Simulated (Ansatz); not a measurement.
The reference is C (space group Ia-3, No. 206; a = 4.449 Å; a hypothetical phase, not in the database extracts checked). Axes: x, y, z lie along the cube axes.

Now apply this change: uniaxial strain ε_yy = −2.89 %, all other strain components held at zero; the atoms relax in the strained cell.

Levels (all Ansatz, a first-principles code, PAW): PBEsol (420 eV, no SOC); r2SCAN (500 eV, without spin-orbit coupling); HSE06 (420 eV, no spin-orbit coupling).

One geometry, relaxed with PBEsol, under each level:

```json
[
 {"level": "PBEsol", "band gap": "2.08 eV", "lowest conduction level above the VBM at special points": "G₀ 2.08 eV; Λ₀ 2.08 eV; X 2.08 eV; F₀ 2.09 eV", "pressure": "13.12 GPa"},
 {"level": "r2SCAN", "band gap": "2.34 eV", "lowest conduction level above the VBM at special points": "G₀ 2.34 eV; Λ₀ 2.34 eV; X 2.34 eV; F₀ 2.36 eV", "pressure": "17.90 GPa"},
 {"level": "HSE06", "band gap": "3.28 eV", "lowest conduction level above the VBM at special points": "Λ₀ 3.28 eV; X 3.28 eV; Γ 6.28 eV", "pressure": "–"}
]
```

Single points use the geometry relaxed with PBEsol. Their cutoffs differ, which shifts pressures a little. HSE06 was sampled on its mesh, a few special points and the semilocal edge points, so its gap is an upper bound. Stability against distortions was not tested. Labels are those of the standard path for the cell's own space group.
